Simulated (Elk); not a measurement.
# Input and output of a self-consistent single point for BaTiO3 (Pm-3m, 5 atoms in the cell) (Elk)

Computed with PBE, all-electron FP-LAPW, Elk's shipped species files, APW+lo basis with extra local orbitals (Elk 10.2.4).

Input:

```
tasks
  0

xctype
  20

tforce
  .true.

rgkmax
  7.5

gmaxvr
  18.0

lmaxapw
  10

lmaxo
  8

nxlo
  2

lorbcnd
  .true.

lradstp
  2

nrmtscf
  2.0

rmtscf
  0.85

lmaxi
  4

stype
  0

swidth
  0.0001

scale
  1.889726125

avec
    4.0693980000    0.0000000000    0.0000000000
    0.0000000000    4.0693980000    0.0000000000
    0.0000000000    0.0000000000    4.0693980000

atoms
  3   : nspecies
  'Ba.in'   : spfname
  1   : natoms; atposl, bfcmt below
  0.5000000000  0.5000000000  0.5000000000    0.0 0.0 0.0
  'Ti.in'   : spfname
  1   : natoms; atposl, bfcmt below
  0.0000000000  0.0000000000  0.0000000000    0.0 0.0 0.0
  'O.in'   : spfname
  3   : natoms; atposl, bfcmt below
  0.5000000000  0.0000000000  0.0000000000    0.0 0.0 0.0
  0.0000000000  0.5000000000  0.0000000000    0.0 0.0 0.0
  0.0000000000  0.0000000000  0.5000000000    0.0 0.0 0.0

ngridk
  4 4 4
```

The program printed (abridged):

```
│ Elk code version 10.2.4 │

All units are atomic (Hartree, Bohr, etc.)

│ Ground-state run starting from atomic densities │

Lattice vectors :
   7.690047714       0.000000000       0.000000000
   0.000000000       7.690047714       0.000000000
   0.000000000       0.000000000       7.690047714

Unit cell volume      :    454.7650738
Brillouin zone volume :   0.5454469301

Muffin-tin inner radius fraction :   0.1000000000E-01

Nuclei treated as point charges

Species :    1 (Ba)
 parameters loaded from : Ba.in
 name : barium
 nuclear charge    :   -56.00000000
 electronic charge :    56.00000000
 atomic mass :    250331.8069
 muffin-tin radius :    2.380000000
 number of radial points in muffin-tin :   1399
 atomic positions (lattice), magnetic fields (Cartesian) :
   1 :   0.00000000  0.00000000  0.00000000    0.00000000  0.00000000  0.00000000

Species :    2 (Ti)
 parameters loaded from : Ti.in
 name : titanium
 nuclear charge    :   -22.00000000
 electronic charge :    22.00000000
 atomic mass :    87256.20310
 muffin-tin radius :    2.040000000
 number of radial points in muffin-tin :    999
 atomic positions (lattice), magnetic fields (Cartesian) :
   1 :   0.50000000  0.50000000  0.50000000    0.00000000  0.00000000  0.00000000

Species :    3 (O)
 parameters loaded from : O.in
 name : oxygen
 nuclear charge    :   -8.000000000
 electronic charge :    8.000000000
 atomic mass :    29165.12202
 muffin-tin radius :    1.530000000
 number of radial points in muffin-tin :    599
 atomic positions (lattice), magnetic fields (Cartesian) :
   1 :   0.00000000  0.50000000  0.50000000    0.00000000  0.00000000  0.00000000
   2 :   0.50000000  0.00000000  0.50000000    0.00000000  0.00000000  0.00000000
   3 :   0.50000000  0.50000000  0.00000000    0.00000000  0.00000000  0.00000000

Total number of atoms per unit cell :    5

Spin treatment :
 spin-unpolarised

Number of Bravais lattice symmetries :   48
   [... lines left out ...]
 potential will be trimmed for |G| > 2 gkmax
Constant for pseudocharge density :   11
Radial integration step length :    2

G-vector grid sizes :     45    45    45
Number of G-vectors :    44713

Maximum angular momentum used for
 APW functions                      :   10
 outer part of muffin-tin           :    8
 inner part of muffin-tin           :    4

Total nuclear charge    :   -102.0000000
Total core charge       :    52.00000000
Total valence charge    :    50.00000000
Total excess charge     :    0.000000000
Total electronic charge :    102.0000000

Effective Wigner radius, rₛ :    1.021016532

Number of empty states         :   20
Total number of valence states :   45
Total number of core states    :   52

Conduction state local-orbitals added automatically
Total number of local-orbitals :  519

Exchange-correlation functional :     20     0     0
 Perdew-Burke-Ernzerhof, Phys. Rev. Lett. 77, 3865 (1996)
 gradient requirement :    1
 generalised gradient approximation (GGA)

Smearing type :    0
 Gaussian
Smearing width :   0.1000000000E-03
Effective electronic temperature (K) :    31.57750248

Mixing type :    3
 Broyden mixing, J. Phys. A: Math. Gen. 17, L317 (1984)

Kohn-Sham potential initialised from atomic data
│ Self-consistent loop started │
│ Loop number : 1 │
 total energy                :     -9226.00875857
│ Loop number : 2 │
 total energy                :     -9226.05524672
RMS change in Kohn-Sham potential (target) :   0.8544583256     (  0.1000000000E-05)
Absolute change in total energy (target)   :   0.4648815022E-01 (  0.1000000000E-03)
│ Loop number : 3 │
 total energy                :     -9225.92594067
RMS change in Kohn-Sham potential (target) :   0.8390321100     (  0.1000000000E-05)
Absolute change in total energy (target)   :   0.1176840130     (  0.1000000000E-03)
│ Loop number : 4 │
 total energy                :     -9223.93069814
RMS change in Kohn-Sham potential (target) :   0.4144191182     (  0.1000000000E-05)
Absolute change in total energy (target)   :    2.024663534     (  0.1000000000E-03)
│ Loop number : 5 │
 total energy                :     -9221.95425945
RMS change in Kohn-Sham potential (target) :   0.2187287076     (  0.1000000000E-05)
Absolute change in total energy (target)   :    2.482604569     (  0.1000000000E-03)
   [... lines left out ...]
Absolute change in total energy (target)   :   0.2623803022E-02 (  0.1000000000E-03)
│ Loop number : 14 │
 total energy                :     -9219.35566113
RMS change in Kohn-Sham potential (target) :   0.7272294573E-05 (  0.1000000000E-05)
Absolute change in total energy (target)   :   0.3042659773E-04 (  0.1000000000E-03)
│ Loop number : 15 │
 total energy                :     -9219.35527777
RMS change in Kohn-Sham potential (target) :   0.1607702525E-05 (  0.1000000000E-05)
Absolute change in total energy (target)   :   0.3757602080E-03 (  0.1000000000E-03)
│ Loop number : 16 │
 total energy                :     -9219.35520865
RMS change in Kohn-Sham potential (target) :   0.3924054221E-06 (  0.1000000000E-05)
Absolute change in total energy (target)   :   0.1630579281E-03 (  0.1000000000E-03)
│ Loop number : 17 │
 total energy                :     -9219.35517355
RMS change in Kohn-Sham potential (target) :   0.1419192400E-06 (  0.1000000000E-05)
Absolute change in total energy (target)   :   0.7586040920E-04 (  0.1000000000E-03)
Convergence targets achieved

│ Loop number : 18 │

Energies :
 Fermi                       :     0.287451605195
 sum of eigenvalues          :     -5608.46975940
 electron kinetic            :      9775.44801869
 core electron kinetic       :      9391.41073018
 Coulomb                     :     -18728.5184452
 Coulomb potential           :     -15037.1404092
 nuclear-nuclear             :     -837.823099354
 electron-nuclear            :     -20744.2502825
 Hartree                     :      2853.55493667
 Madelung                    :     -11209.9482406
 xc potential                :     -346.777368886
 exchange                    :     -261.451785630
 correlation                 :     -4.83295561585
 total energy                :     -9219.35516778

Density of states at Fermi energy :   0.8692353284E-05
 (states/Hartree/unit cell)

Estimated indirect band gap :   0.6235057442E-01
 from k-point     10 to k-point      1
Estimated direct band gap   :   0.6779274794E-01
 at k-point      1

Charges :
 core                        :    52.00000000
 valence                     :    50.00000000
 interstitial                :    9.069372894
 muffin-tins (core leakage)
  species :    1 (Ba)
   atom    1                 :    52.73605908     (  0.1025595399E-03)
  species :    2 (Ti)
   atom    1                 :    19.42749979     (  0.3452166553E-07)
  species :    3 (O)
   atom    1                 :    6.922356079     (  0.2631709020E-06)
   atom    2                 :    6.922356079     (  0.2631709020E-06)
   atom    3                 :    6.922356079     (  0.2631709020E-06)
 total in muffin-tins        :    92.93062711
 total calculated charge     :    101.9997505
 total charge                :    102.0000000
 error                       :   0.2495192703E-03

│ Self-consistent loop stopped │

Forces :
 species :    1 (Ba)
  atom :    1
   Hellmann-Feynman          :    -0.00000000    0.00000000    0.00000000
   IBS                       :     0.00000000    0.00000000    0.00000000
   total force               :     0.00000000    0.00000000    0.00000000
   total magnitude           :     0.00000000
 species :    2 (Ti)
  atom :    1
   Hellmann-Feynman          :    -0.00000000    0.00000000    0.00000000
   IBS                       :     0.00000000    0.00000000    0.00000000
   total force               :     0.00000000    0.00000000    0.00000000
   total magnitude           :     0.00000000
 species :    3 (O)
  atom :    1
   Hellmann-Feynman          :    -0.00000000    0.00000000    0.00000000
   IBS                       :     0.00000000   -0.00000000    0.00000000
   total force               :     0.00000000   -0.00000000    0.00000000
   total magnitude           :     0.00000000
  atom :    2
   Hellmann-Feynman          :     0.00000000    0.00000000    0.00000000
   IBS                       :    -0.00000000   -0.00000000    0.00000000
   total force               :    -0.00000000   -0.00000000    0.00000000
   total magnitude           :     0.00000000
  atom :    3
   Hellmann-Feynman          :     0.00000000    0.00000000    0.00000000
   IBS                       :    -0.00000000    0.00000000    0.00000000
   total force               :     0.00000000    0.00000000    0.00000000
   total magnitude           :     0.00000000
```

The run converged in 18 iterations. The count includes the last loop, which Elk runs after its targets are met.

The starting cell comes from a database of computed structures (which also holds hypothetical and non-ambient phases and stackings), without a prior relaxation at this level. Its lattice was rescaled by a random factor within 2.5 % of one. Values depend on the basis (sphere radii, cutoffs, local orbitals), which need not be converged.
